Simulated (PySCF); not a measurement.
PySCF 2.14.0, B3LYP/def2-tzvp, df: Zr(OH)3 ([OH][Zr+]([OH])[OH]), charge +1, multiplicity 1, 7 atoms. The geometry is a generated start, not checked to be a minimum at this level.

```
Property                                             Value
-------------------------  -------------------------------
task                                                energy
method                                               b3lyp
basis                                            def2-tzvp
two-electron scheme                        density fitting
mol.max_memory                                     3000 MB
mf.max_cycle                                           100
mf.init_guess                              minao (default)
mf.DIIS                                    CDIIS (default)
mf.conv_tol                                1e-09 (default)
mf.grids.level                                 3 (default)
effective core potentials  those of the basis set, past Kr
basis functions                                        151
grid points                                          94064
```

```xyz
7

Zr    -0.0242    -0.0646     0.0511
O      1.6965    -0.2339    -0.5412
H      2.5585    -0.2130    -0.9820
O     -0.5999    -0.8170     1.6197
H     -0.9392    -1.1643     2.4556
O     -1.1380     0.9636    -0.9709
H     -1.5537     1.5292    -1.6324
```

Charge 1 and multiplicity 1 are set for this test and not shown to be the ground state.

One run each on 2 threads, 1 BLAS thread. Values of diis_space tried: 3, 5, 8 (default), 12, 20.

Predict the course of the Fock builds along this series.

Fewest Fock builds, within one of each other: 5 with 12, 8 (default) with 12, 12 with 12, 20 with 12. The count rises to 18 at 3. All converge to one solution.

```json
[
 {"diis_space": "3", "Fock builds": "18", "end": "same solution"},
 {"diis_space": "5", "Fock builds": "12", "end": "same solution"},
 {"diis_space": "8 (default)", "Fock builds": "12", "end": "same solution"},
 {"diis_space": "12", "Fock builds": "12", "end": "same solution"},
 {"diis_space": "20", "Fock builds": "12", "end": "same solution"}
]
```
